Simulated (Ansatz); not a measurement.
Abridged Ansatz (a first-principles code) output:

```
Pseudopotential: Hf, paw, valence charge 26
Pseudopotential: Ti, paw, valence charge 12
Crystal: 8 atoms, lattice volume = 159.116 Å³
Basis set: ecut = 500 eV, 4025 PW (Γ), exchange–correlation on 180×160×180 points (64 copies of the dense FFT grid, shifted against one another)
Bands: 92, of which v1, the nominal top of the filled ones, is band 76 counted from 1 (75 counted from 0)
Symmetry: 4 space group operations
k-points: 205 of 729
Functional: x = r2scan, c = r2scan; τ floored in thin density (d = 2e-4 eV/Å³)
SCF iter   1: F=—  HF=-72949.394979 eV  |F-HF|=—  |Δ(HF+E_count)|=         —  Δρ=2.11e-2  dr2=1.21e0  dr2_τ=1.03e-1  ethr=1.77e-3  ⟨swp⟩=4.4  Hψ=55252  notcnv=0  defer=5
SCF iter   2: F=—  HF=-72949.443116 eV  |F-HF|=—  |Δ(HF+E_count)|=   4.81e-2  Δρ=9.83e-3  dr2=3.04e-1  dr2_τ=5.00e-2  ethr=7.98e-4  ⟨swp⟩=3.0  Hψ=35462  notcnv=0  defer=334
SCF 1 converged in 11 iterations: F = -72949.426616 eV  dr2 = 6.88e-11
SCF converged after 11 iterations
Free energy (F): -72949.426616 eV
Internal energy: -72949.371965 eV  (E = F + TS)
E sigma→0 (E₀):  -72949.399290 eV
Entropy (-TS):   -0.054651 eV (-6.831 meV/atom)
Fermi energy:    16.969132 eV
--- Forces (eV/Å), atoms counted from 1 ---
  atom   1  Hf     0.00200837     0.00536111    -0.00303437
  atom   2  Ti    -0.00244500    -0.00753881     0.00424672
  atom   3  Ti     0.00244500    -0.00753881    -0.00424672
  atom   4  Hf    -0.00200837     0.00536111     0.00303437
  atom   5  Hf     0.00200837    -0.00536111    -0.00303437
  atom   6  Ti    -0.00244500     0.00753881     0.00424672
  atom   7  Ti     0.00244500     0.00753881    -0.00424672
  atom   8  Hf    -0.00200837    -0.00536111     0.00303437
--- Stress (GPa, compression-positive) ---
        0.006975      -0.000000      -0.009314
       -0.000000      -0.013947      -0.000000
       -0.009314      -0.000000      -0.005739
  P = ⅓ Tr σ = -0.0042 GPa (-0.042 kbar)
```

Q: What was computed, and what are the main results?

A: HfTi, 8 atoms in the cell, with r2SCAN in Ansatz (plane waves to 500 eV, PAW, no spin-orbit coupling). The last SCF converged to F = -72949.426616 eV, or -9118.6783 eV per atom, at a pressure of 0.00 GPa. The total energy compares only with runs of the same code, potentials and settings.

Each cell is one ordered arrangement of few atoms, which overstates ordering effects compared with a random alloy. Whether these cells are dynamically stable was not tested. All final runs are without spin polarisation. The cell was made from Hf by this change: x(Ti) = 0.5, 8 atoms, P2_1/c.
